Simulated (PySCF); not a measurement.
PySCF 2.14.0, B3LYP/def2-svp, df: octasulfur (S1SSSSSSS1), 8 atoms. The geometry is a generated start, not checked to be a minimum at this level.

task: energy
method: b3lyp
basis: def2-svp
two-electron scheme: density fitting
mol.max_memory: 3000 MB
mf.max_cycle: 100
mf.init_guess: minao (default)
mf.DIIS: CDIIS (default)
mf.conv_tol: 1e-09 (default)
mf.grids.level: 3 (default)
basis functions: 144
grid points: 151040

```xyz
8

S      1.7547    -1.7865     0.1067
S      1.5272    -0.0421     1.1404
S      1.9163     1.6169     0.0217
S      0.1183     2.0699    -0.9745
S     -1.3595     1.7761     0.4159
S     -2.3704     0.1061    -0.2437
S     -1.5305    -1.6443     0.4424
S     -0.0560    -2.0961    -0.9090
```

One run each on 2 threads, 1 BLAS thread. Values of diis_space tried: 3, 5, 8 (default), 12, 20.

Question: Which value of diis_space needs the fewest Fock builds, and what happens away from it?

Answer: Fewest Fock builds, within one of each other: 5 with 12, 8 (default) with 12, 12 with 12, 20 with 12. The count rises to 18 at 3. All converge to one solution.

| diis_space | Fock builds | end |
|---|---|---|
| 3 | 18 | same solution |
| 5 | 12 | same solution |
| 8 (default) | 12 | same solution |
| 12 | 12 | same solution |
| 20 | 12 | same solution |
